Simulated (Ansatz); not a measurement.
**Hf: biaxial strain +4.80 %, plane normal [001], relaxed out of plane**

Start from Hf in the hcp (Mg type) structure (space group P6_3/mmc, No. 194; a = 3.158 Å, c = 5.004 Å; relaxed with 0.1 eV smearing). Axes: x lies along a and z along c of the hexagonal cell.

One thing is altered: tensile biaxial strain of 4.80 % in the plane normal to [001], as in epitaxy on a mismatched substrate; the out-of-plane cell vector and the atoms relax.

Level of theory: PBEsol, PAW, 420 eV (Ansatz, a program for electronic structure; spin-orbit coupling left out). k-mesh 21×21×12 (Γ-centred); smearing 0.1 eV (Fermi–Dirac).

| quantity | base | changed | shift |
|---|---|---|---|
| volume per atom | 21.61 Å³ | 22.97 Å³ | +1.355 Å³ |
| shortest interatomic distance | 3.096 Å | 3.084 Å | -0.012 Å |
| band gap | zero | zero | – |
| out-of-plane strain | – | -3.24 % | – |
| ratio −ε⊥/ε∥ | – | 0.68 | – |
| mean in-plane stress (compression positive) | – | -8.5 GPa | – |

Stability against distortions was not tested. The final runs are not spin-polarised.
